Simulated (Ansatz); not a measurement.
**What Si on a Co site (antisite), symmetric start does to CoSi**

Consider an 8-atom supercell of CoSi (space group P2_13, No. 198; a = 4.386 Å; non-magnetic) at its relaxed geometry.

The change: a neutral Si on a Co site (antisite), symmetric start, atoms relaxed at fixed cell.

All numbers come from PBEsol/PAW in Ansatz (an electronic-structure program), without spin-orbit coupling, earlier PAW set. Γ-centred 8×8×8 mesh, Fermi–Dirac width 0.05 eV.

The pressure goes from zero to 17.5 GPa and the largest displacement of a host atom from its site in the perfect cell is 0.09 Å. The mean distance from the defect site to its nearest host atoms goes up by 0.05 Å to 2.36 Å.

Final structure:

```yaml
crystal:
  lattice:
    - [4.38611, 0.00000, 0.00000]
    - [0.00000, 4.38611, 0.00000]
    - [0.00000, 0.00000, 4.38611]
  atoms:
    - { symbol: Si, position: [0.14525, 0.14525, 0.14525] }
    - { symbol: Co, position: [0.65574, 0.34143, 0.85365] }
    - { symbol: Co, position: [0.85365, 0.65574, 0.34143] }
    - { symbol: Co, position: [0.34143, 0.85365, 0.65574] }
    - { symbol: Si, position: [0.83246, 0.83246, 0.83246] }
    - { symbol: Si, position: [0.36267, 0.65380, 0.15500] }
    - { symbol: Si, position: [0.15500, 0.36267, 0.65380] }
    - { symbol: Si, position: [0.65380, 0.15500, 0.36267] }
```

The magnetic state is the one reached from the starting moments; the real material's order can differ, and small cells can't hold many antiferromagnetic ones. The cell is small, so the values are those of an ordered compound at a high defect concentration; dilute-limit values will differ. The defect started on the symmetric site and kept its symmetry, so it may sit on a saddle. Starting moments died away, wholly or in part, for Si on a Co site (antisite) and the base; another magnetic solution may exist. Spin-polarised in the final run: Si on a Co site (antisite); the other runs are not. The defect cell is spin-polarised and ends with 0.0 μB.
